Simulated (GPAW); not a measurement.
Worked example: self-consistent single point of MgS (Fm-3m, 2 atoms in the cell) in GPAW

Level of theory: PBE, GPAW PAW datasets PBE (gpaw-data 1.0.1) (plane waves; GPAW 25.7.0).

This input was run:

```python
from ase import Atoms
from ase.units import GPa
from gpaw import GPAW, PW, FermiDirac

atoms = Atoms(['Mg', 'S'],
              cell=[[0.000000, 2.619245, 2.619245],
                    [2.619245, 0.000000, 2.619245],
                    [2.619245, 2.619245, 0.000000]],
              positions=[[0.000000, 0.000000, 0.000000],
                         [2.619245, 2.619245, 2.619245]],
              pbc=True)

calc = GPAW(mode=PW(850),
            xc='PBE',
            kpts=(7, 7, 7),
            occupations=FermiDirac(0.02),
            nbands=-4,
            convergence={'density': 1e-05, 'energy': 1e-05, 'bands': -2},
            symmetry={'symmorphic': False, 'tolerance': 0.0005},
            maxiter=120)

atoms.calc = calc

energy = atoms.get_potential_energy()
print('Energy (eV):', round(energy, 6))
forces = atoms.get_forces()
print('Forces (eV/Ang):')
print(forces.round(5))
stress = atoms.get_stress()
print('Stress (GPa, Voigt):', (stress / GPa).round(4))
```

Log, with long lists cut:

```
Input parameters:
  convergence: {bands: -2,
                density: 1e-05,
                energy: 1e-05}
  kpts: [7 7 7]
  maxiter: 120
  mode: {ecut: 850.0,
         name: pw}
  nbands: -4
  occupations: {fixmagmom: False,
                name: fermi-dirac,
                width: 0.02}
  symmetry: {symmorphic: False,
             tolerance: 0.0005}
  xc: PBE

species:
  Mg:
    name: Magnesium
    Z: 12.0
    valence: 10
    core: 2
    charge: 0.0
    file: Mg.PBE.gz

    # Using partial waves for Mg as LCAO basis

  S:
    name: Sulfur
    Z: 16.0
    valence: 6
    core: 10
    charge: 0.0
    file: S.PBE.gz

    # Using partial waves for S as LCAO basis

Reference energy: -16307.264786  # eV

Spin-paired calculation

Convergence criteria:
 Maximum [total energy] change in last 3 cyles: 1e-05 eV / valence electron
 Maximum integral of absolute [dens]ity change: 1e-05 electrons / valence electron
 Maximum integral of absolute [eigenst]ate change: 4e-08 eV^2 / valence electron
 Maximum number of scf [iter]ations: 120

Symmetries present (total): 48
Symmetries with fractional translations: 0
343 k-points: 7 x 7 x 7 Monkhorst-Pack grid
20 k-points in the irreducible part of the Brillouin zone
       k-points in crystal coordinates                weights
   0:     0.00000000    0.00000000    0.00000000          1/343
   1:     0.14285714    0.14285714    0.00000000          6/343
   2:     0.14285714    0.14285714    0.14285714          8/343
   [... 7 lines left out ...]
          ...
  19:     0.42857143    0.42857143    0.42857143          8/343

Wave functions: Plane wave expansion
  Cutoff energy: 850.000 eV
  Number of coefficients (min, max): 2012, 2085
  Pulay-stress correction: 0.000000 eV/Ang^3 (de/decut=0.000000)

Occupation numbers: Fermi-Dirac:
  width: 0.0200  # eV

Eigensolver

Densities:
  Coarse grid: 25*25*25 grid
  Fine grid: 50*50*50 grid
  Total Charge: 0.000000

Density mixing:
  Method: separate
  Backend: pulay
  Linear mixing parameter: 0.05
  old densities: 5
  Damping of long wavelength oscillations: 50

Hamiltonian:
  XC and Coulomb potentials evaluated on a 50*50*50 grid
  External potential:
    NoExternalPotential

XC parameters: PBE with 2 nearest neighbor stencil

Number of atoms: 2
Number of atomic orbitals: 12
Number of bands in calculation: 12
Number of valence electrons: 16
Bands to converge: 10

Density initialized from atomic densities
  12 bands from LCAO basis set

Atomic positions and initial magnetic moments

Positions:
   0 Mg     0.000000    0.000000    0.000000    ( 0.0000,  0.0000,  0.0000)
   1 S      2.619245    2.619245    2.619245    ( 0.0000,  0.0000,  0.0000)

Unit cell:
           periodic     x           y           z      points  spacing
  1. axis:    yes    0.000000    2.619245    2.619245    25     0.1210
  2. axis:    yes    2.619245    0.000000    2.619245    25     0.1210
  3. axis:    yes    2.619245    2.619245    0.000000    25     0.1210

  Lengths:   3.704172   3.704172   3.704172
  Angles:   60.000000  60.000000  60.000000

Effective grid spacing dv^(1/3) = 0.1320

     iter     time        total  log10-change:
                         energy   eigst   dens
iter:   1 --:--:--    -8.885283   +0.87
iter:   2 --:--:--    -8.844747   +0.21  -1.14
iter:   3 --:--:--    -8.591369   -0.42  -1.18
iter:   4 --:--:--    -8.595332   -0.90  -1.57
iter:   5 --:--:--    -8.698429   -0.99  -1.61
iter:   6 --:--:--    -8.607884   -1.26  -1.54
iter:   7 --:--:--    -8.608095   -1.24  -2.88
iter:   8 --:--:--    -8.608111   -1.91  -2.86
iter:   9 --:--:--    -8.607940   -3.39  -2.89
iter:  10 --:--:--    -8.607949   -4.01  -3.28
iter:  11 --:--:--    -8.607946c  -4.79  -3.30
iter:  12 --:--:--    -8.607891c  -4.94  -3.30
iter:  13 --:--:--    -8.607883c  -5.10  -3.52
iter:  14 --:--:--    -8.607885c  -4.86  -3.71
iter:  15 --:--:--    -8.607894c  -4.66  -3.78
iter:  16 --:--:--    -8.607885c  -4.27  -3.48
   [... 6 lines left out ...]
iter:  23 --:--:--    -8.607875c  -2.24  -4.17
iter:  24 --:--:--    -8.607875c  -1.43  -4.35
iter:  25 --:--:--    -8.607875c  -1.92  -4.38
iter:  26 --:--:--    -8.607875c  -2.07  -4.47
iter:  27 --:--:--    -8.607875c  -2.17  -4.51
iter:  28 --:--:--    -8.607875c  -2.02  -5.66c
iter:  29 --:--:--    -8.607875c  -2.55  -5.69c
iter:  30 --:--:--    -8.607875c  -2.95  -5.66c
iter:  31 --:--:--    -8.607875c  -3.27  -5.56c
iter:  32 --:--:--    -8.607875c  -3.71  -5.99c
iter:  33 --:--:--    -8.607875c  -4.21  -6.05c
   [... 2 lines left out ...]
iter:  36 --:--:--    -8.607875c  -4.91  -6.24c
iter:  37 --:--:--    -8.607875c  -5.75  -6.25c
iter:  38 --:--:--    -8.607875c  -6.32  -6.30c
iter:  39 --:--:--    -8.607875c  -6.51  -6.43c
iter:  40 --:--:--    -8.607875c  -7.17  -6.45c
iter:  41 --:--:--    -8.607875c  -7.58c -7.42c

Converged after 41 iterations.

Dipole moment: (-0.000000, -0.000000, -0.000000) |e|*Ang

Energy contributions relative to reference atoms: (reference = -16307.264786)

Kinetic:         +6.036155
Potential:       -5.056183
External:        +0.000000
XC:              -9.669030
Entropy (-ST):   -0.000000
Local:           +0.081183
SIC:             +0.000000
--------------------------
Free energy:     -8.607875
Extrapolated:    -8.607875

Showing only first 2 kpts
 Kpt  Band  Eigenvalues  Occupancy
  0     6      4.43876    2.00000
  0     7      4.43876    2.00000
  0     8      8.00070    0.00000
  0     9     12.37311    0.00000

  1     6      4.04324    2.00000
  1     7      4.04324    2.00000
  1     8      9.36995    0.00000
  1     9     11.23908    0.00000

Fermi level: 5.46663

Gap: 2.960 eV
Transition (v -> c):
  (s=0, k=0, n=7, [0.00, 0.00, 0.00]) -> (s=0, k=16, n=8, [0.43, 0.43, 0.00])
Direct/indirect transitions are different
Direct gap: 3.562 eV
Transition at: (s=0, k=0, n=7, [0.00, 0.00, 0.00])
Energy (eV): -8.607875

Forces in eV/Ang:
  0 Mg    0.00000    0.00000    0.00000
  1 S     0.00000    0.00000    0.00000

Stress tensor:
     0.002824     0.000000     0.000000
     0.000000     0.002824     0.000000
     0.000000     0.000000     0.002824
Stress (GPa, Voigt): [0.4525 0.4525 0.4525 0.     0.     0.    ]
```

The run converged in 41 iterations. GPAW prints stress with tension positive.

The starting cell comes from a database of computed structures (which also holds hypothetical and non-ambient phases and stackings), without a prior relaxation at this level. Its lattice was rescaled by a random factor within 2.5 % of one. Another mesh or the band path of this cell gives a smaller gap, so this value is not converged in the mesh.
